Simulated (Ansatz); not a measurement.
A computed series for CaO: pressure series

Consider CaO in the rock salt structure (space group Fm-3m, No. 225).

```
CELL_PARAMETERS angstrom
      0.00000     2.41540     2.41540
      2.41540     0.00000     2.41540
      2.41540     2.41540     0.00000
ATOMIC_POSITIONS crystal
  Ca 0.00000 0.00000 0.00000
  O  0.50000 0.50000 0.50000
```

Cell and atoms are relaxed at each pressure.

All numbers come from PBE/PAW in Ansatz (a first-principles code), spin-orbit coupling left out.

Notes on the quantities. enthalpy: H = E + PV relative to the base's energy.

```csv
case,electron mass,volume per atom,width of the top valence band,enthalpy
base,"1.4 mₑ along k, 0.44 mₑ across (at X)",14.09 Å³,1.16 eV,–
pressure −2 GPa,"1.4 mₑ along k, 0.45 mₑ across (at X)",14.37 Å³,1.13 eV,-0.18 eV/atom
pressure −1 GPa,"1.4 mₑ along k, 0.45 mₑ across (at X)",14.23 Å³,1.14 eV,-0.09 eV/atom
pressure 0.3 GPa,"1.4 mₑ along k, 0.44 mₑ across (at X)",14.05 Å³,1.17 eV,+0.03 eV/atom
pressure 0.7 GPa,"1.4 mₑ along k, 0.44 mₑ across (at X)",14.00 Å³,1.17 eV,+0.06 eV/atom
pressure 1.5 GPa,"1.4 mₑ along k, 0.44 mₑ across (at X)",13.90 Å³,1.19 eV,+0.13 eV/atom
pressure 3 GPa,"1.4 mₑ along k, 0.43 mₑ across (at X)",13.72 Å³,1.21 eV,+0.26 eV/atom
pressure 5 GPa,"1.4 mₑ along k, 0.43 mₑ across (at X)",13.50 Å³,1.25 eV,+0.43 eV/atom
pressure 7.5 GPa,"1.4 mₑ along k, 0.42 mₑ across (at X)",13.24 Å³,1.29 eV,+0.64 eV/atom
pressure 10 GPa,"1.4 mₑ along k, 0.42 mₑ across (at X)",13.01 Å³,1.32 eV,+0.84 eV/atom
```

The levels and masses belong to the bands next to the band gap. Load acts through the strain it causes; cell and atoms are relaxed under it. Masses are band curvatures over ±0.01 Å⁻¹ around the edge. Along k means along the line from Γ to the band edge. Stability against distortions was not tested. No other phases were tried under pressure.
